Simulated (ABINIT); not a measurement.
ABINIT is run on Cs2YCuBr6 (Fm-3m, 10 atoms in the cell), and the run fails. The aim is a self-consistent single point with DFT, LDA (PW92), plane waves, PAW (JTH v2.0 LDA PAW).

Cell that was meant: a = 7.8839 Å, b = 7.8839 Å, c = 7.8839 Å, α = 60.00°, β = 60.00°, γ = 60.00°.

Part of the input:

```
nshiftk 1
shiftk 0 0 0
nstep 80
diemac 12
prtwf 0
prtden 0
enunit 2
```

Output, abridged:

```
 Slater exchange
 P. A. M. Dirac, Math. Proc. Cambridge Philos. Soc. 26, 376 (1930)
 F. Bloch, Z. Phys. 57, 545 (1929)
 Perdew & Wang
 J. P. Perdew and Y. Wang, Phys. Rev. B 45, 13244 (1992)

--- !ERROR
src_file: m_chkinp.F90
src_line: 4101
mpi_rank: 0
message: |
    For the SCF case, one and only one of the input tolerance criteria
    toldff, tolrff, toldfe or tolvrs must differ from zero, while they are
    toldff=  0.000000E+00, tolrff=  0.000000E+00, toldfe=  0.000000E+00
    and tolvrs=  0.000000E+00 for idtset: 1
    Action: change your input file and resubmit the job.
...

--- !ERROR
src_file: m_chkinp.F90
src_line: 4218
mpi_rank: 0
message: |
    Checking consistency of input data against itself gave 1 inconsistency.
    The details of the problem can be found above (or in output or log file).
    In parallel, the details might not even be printed there. Then, try running in sequential to see the details.
...

 abinit_abort: decision taken to exit. Check above messages for more info
Abort(13) on node 0 (rank 0 in comm 0): application called MPI_Abort(MPI_COMM_WORLD, 13) - process 0

--- !ERROR
src_file: m_chkinp.F90
src_line: 4101
mpi_rank: 0
message: |
    For the SCF case, one and only one of the input tolerance criteria
    toldff, tolrff, toldfe or tolvrs must differ from zero, while they are
    toldff=  0.000000E+00, tolrff=  0.000000E+00, toldfe=  0.000000E+00
    and tolvrs=  0.000000E+00 for idtset: 1
    Action: change your input file and resubmit the job.
...

--- !ERROR
src_file: m_chkinp.F90
src_line: 4218
mpi_rank: 0
message: |
    Checking consistency of input data against itself gave 1 inconsistency.
    The details of the problem can be found above (or in output or log file).
    In parallel, the details might not even be printed there. Then, try running in sequential to see the details.
...
```

**Question.** From the messages shown, name the fault and mend the input.

**Answer.** The fault is no stopping criterion. The self-consistent loop needs one tolerance to decide when to stop. To fix it, give one tolerance. The program stopped before any SCF iteration.

The sound input it was made from differs as follows (other fixes are possible):
```diff
+toldfe 1.0e-09
```

With that input, the run converged in 16 iterations: free energy E − TS -9820.33 eV; top of the valence band (on the code's own zero) 0.15 eV; gap on the k-point mesh 1.92 eV; pressure -3.66 GPa; largest force (vector length) 0.059 eV/Å (DFT, LDA (PW92), plane waves, PAW (JTH v2.0 LDA PAW)).

On the sound input: the starting cell comes from a database of computed structures (which also holds hypothetical and non-ambient phases and stackings), without a prior relaxation at this level. Its lattice was rescaled by a random factor within 2.5 % of one. With a pressure of about -4 GPa the cell is away from its equilibrium volume at this level.
